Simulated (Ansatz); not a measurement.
Input:

End structure of a constructed model of the (0001) surface of hcp Ru, (√3x√3)R30° surface alloy, Al on one Ru site of the top plane (bottom of the slab: a bare face, its two planes held):

```yaml
crystal:
  lattice:
    - [4.08210, 2.35680, 0.00000]
    - [-4.08210, 2.35680, 0.00000]
    - [0.00000, 0.00000, 27.00000]
  atoms:
    - { symbol: Ru, position: [0.33333, 0.00000, 0.30217] }
    - { symbol: Ru, position: [0.66667, 0.66667, 0.30217] }
    - { symbol: Ru, position: [0.00000, 0.33333, 0.30217] }
    - { symbol: Ru, position: [0.33333, 0.33333, 0.38167] }
    - { symbol: Ru, position: [0.66667, 0.00000, 0.38167] }
    - { symbol: Ru, position: [0.00000, 0.66667, 0.38167] }
    - { symbol: Ru, position: [0.33333, 0.00035, 0.46094] }
    - { symbol: Ru, position: [0.66632, 0.66632, 0.46094] }
    - { symbol: Ru, position: [0.00035, 0.33333, 0.46094] }
    - { symbol: Ru, position: [0.33333, 0.33333, 0.54229] }
    - { symbol: Ru, position: [0.66667, 0.00000, 0.54037] }
    - { symbol: Ru, position: [0.00000, 0.66667, 0.54037] }
    - { symbol: Ru, position: [0.33333, 0.00053, 0.61968] }
    - { symbol: Ru, position: [0.66613, 0.66613, 0.61968] }
    - { symbol: Ru, position: [0.00053, 0.33333, 0.61968] }
    - { symbol: Al, position: [0.33333, 0.33333, 0.70459] }
    - { symbol: Ru, position: [0.66667, 0.00000, 0.69804] }
    - { symbol: Ru, position: [0.00000, 0.66667, 0.69804] }
```

Model: 18-atom slab, 10.7 Å thick at the start with caps and adatoms (thin: gaps and levels are the slab's own), 9x9x1 mesh, Fermi-Dirac 0.1 eV, dipole correction, 6 atoms held, the rest relaxed; symmetry of the start imposed; no spin, no spin-orbit, no U. It is one candidate, not shown to be the stable structure of the face.

Problem. What work function of the top face does PBE (Ansatz, a quantum-chemistry and plane-wave program) give?

Solution. 4.81 eV
